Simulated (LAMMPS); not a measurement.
System: 40 independent impacts of a 300 eV Si atom on a fresh (001) slab of Si (diamond structure) at 300 K, 45° from the normal (azimuth 22°), each followed for 5.4 ps in a slab 42 Å deep.

All values are model results, not measurements: classical MD, pair style tersoff/zbl, file SiC.tersoff.zbl (LAMMPS).

```json
{
 "mean_depth_of_the_ions_that_stopped_in_the_slab": "15 ± 2 Å",
 "spread_of_depth": "9.7 Å",
 "share_reflected": "3 of 40",
 "share_that_reached_the_floor_of_the_slab": "1 of 40",
 "sputter_yield": "1.1 ± 0.2 atoms/ion",
 "vacant sites per ion below 4 Å": "3.9 ± 0.4",
 "extra atoms per ion below 4 Å": "4.7 ± 0.3",
 "cost": "around 50 core-minutes (rough)"
}
```

Potential: file SiC.tersoff.zbl of the LAMMPS distribution; its header cites Devanathan et al, J Nucl Mater, 253, 47 (1998).

Caution: no electronic stopping, which lengthens ranges. Caution: some ions came near the held bottom, so the tail is cut. Caution: depths under zero lie above the old surface, the extra atoms can include the ion, and sites are counted after a short relaxation. Caution: the (001) face starts bulk-cut, without dimer rows.

Uncertainties are statistical and leave out the potential's own error.
